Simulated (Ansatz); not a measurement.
## SnAu5 (space group R32, No. 155)

```cif
data_Au15Sn3
_chemical_formula_sum 'Sn3 Au15'
_space_group_name_H-M_alt 'R32 :H'
_space_group_IT_number 155
_space_group_name_Hall 'R 3 2"'
_cell_length_a 5.10092
_cell_length_b 5.10092
_cell_length_c 14.27897
_cell_angle_alpha 90.000
_cell_angle_beta 90.000
_cell_angle_gamma 120.000
loop_
_atom_site_label
_atom_site_type_symbol
_atom_site_symmetry_multiplicity
_atom_site_Wyckoff_symbol
_atom_site_fract_x
_atom_site_fract_y
_atom_site_fract_z
_atom_site_occupancy
Sn1 Sn 3 a 0.00000 0.00000 0.00000 1
Au1 Au 6 c 0.00000 0.00000 0.32967 1
Au2 Au 9 e 0.32688 0.32688 0.50000 1
```
(The calculation used a cell of 6 atoms; values per cell refer to that cell.)

All numbers come from PBEsol/PAW in Ansatz (a quantum-chemistry and plane-wave program), spin-orbit coupling left out. k-mesh 11×11×11 (Γ-centred); smearing 0.05 eV (Fermi–Dirac).

| Quantity | Result |
|---|---|
| Volume per atom | 17.88 Å³ |
| Density | 17.09 g/cm³ |
| Band gap | zero |
| Total energy | -11830.935 eV/atom (σ→0; compares only within this code and set-up) |

No phonon test of stability was made.
